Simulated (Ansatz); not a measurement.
Defect: Ge-vacancy pair (Ge on one host Al site, one Al site vacant) in wurtzite AlN, charge state -2. All values below come from PBE, PAW (plane waves to 420 eV; Ansatz, a program for electronic structure).

Settings: 72 host sites, the relaxed PBE lattice, the Γ point alone, smearing 0.01 eV, spin-restricted, no image-charge correction. Energies are static. The charge state is imposed; whether it is stable for some Fermi level was not computed. Forms of the defect that were not tried may lie lower.

Barriers: single points on a 2×2×2 k-point mesh shifted by half a step along c at the bands' geometries (they differ from the bands' own by up to 0.19 eV, and are uncertain by about as much).

The step: a nearby Al atom hops onto the vacant site (Ge-vacancy distance between ideal sites 3.09 → 5.40 Å). Atoms about the jump, Cartesian Å from the middle of the jump, before and after:

| atom | x0 | y0 | z0 | x1 | y1 | z1 |
|---|---|---|---|---|---|---|
| Al1 | 0.75 | 1.31 | -0.01 | -0.75 | -1.31 | 0.01 |
| N2 | -0.78 | 0.61 | -0.66 | -0.95 | 0.34 | -0.67 |
| N3 | 0.94 | -2.36 | -0.66 | 0.78 | -2.29 | -0.58 |
| N4 | 2.36 | 0.44 | -0.57 | 2.51 | 0.34 | -0.66 |
| N5 | -0.78 | -1.37 | 2.45 | -0.78 | -1.38 | 1.93 |
| N6 | 0.79 | 1.34 | 1.93 | 0.78 | 1.34 | 2.38 |
| Al7 | 2.30 | -1.39 | -0.01 | 2.35 | -1.32 | 0.00 |
| Al8 | -0.78 | 0.44 | 2.52 | -0.77 | 0.44 | 2.52 |
| N9 | 2.36 | -1.37 | 1.93 | 2.35 | -1.38 | 1.93 |
| Al10 | -0.78 | 0.44 | -2.46 | -0.76 | 0.47 | -2.46 |
| Al11 | 0.79 | -2.28 | 2.52 | 0.79 | -2.27 | 2.51 |
| Al12 | 2.34 | 0.43 | 2.51 | 2.34 | 0.44 | 2.52 |
| Al13 | -2.30 | 1.32 | -0.01 | -2.30 | 1.32 | 0.00 |
| Al14 | 0.79 | -2.28 | -2.46 | 0.81 | -2.29 | -2.48 |
| Al15 | 2.35 | 0.43 | -2.48 | 2.33 | 0.45 | -2.46 |
| N16 | -2.50 | -2.37 | -0.65 | -2.33 | -2.29 | -0.56 |
| N17 | -2.35 | 1.34 | 1.93 | -2.35 | 1.34 | 1.93 |
| Ge18 | -2.31 | -2.26 | -2.45 | -2.33 | -2.29 | -2.44 |

Question: Where do these atoms stand at the saddle point, and how high is it?

Answer: 
| atom | x | y | z |
|---|---|---|---|
| Al1 | 0.32 | -0.25 | 0.27 |
| N2 | -0.97 | 0.50 | -0.70 |
| N3 | 0.88 | -2.17 | -0.52 |
| N4 | 2.30 | 0.28 | -0.52 |
| N5 | -0.68 | -1.28 | 1.99 |
| N6 | 0.74 | 1.20 | 2.00 |
| Al7 | 2.52 | -1.48 | 0.01 |
| Al8 | -0.83 | 0.46 | 2.62 |
| N9 | 2.41 | -1.42 | 1.95 |
| Al10 | -0.82 | 0.48 | -2.48 |
| Al11 | 0.80 | -2.26 | 2.53 |
| Al12 | 2.33 | 0.41 | 2.52 |
| Al13 | -2.38 | 1.35 | 0.00 |
| Al14 | 0.79 | -2.24 | -2.42 |
| Al15 | 2.29 | 0.41 | -2.42 |
| N16 | -2.42 | -2.33 | -0.62 |
| N17 | -2.39 | 1.35 | 1.96 |
| Ge18 | -2.33 | -2.28 | -2.41 |
It lies 2.24 eV above the start and 1.78 eV above the end. The saddle point's order was not checked.
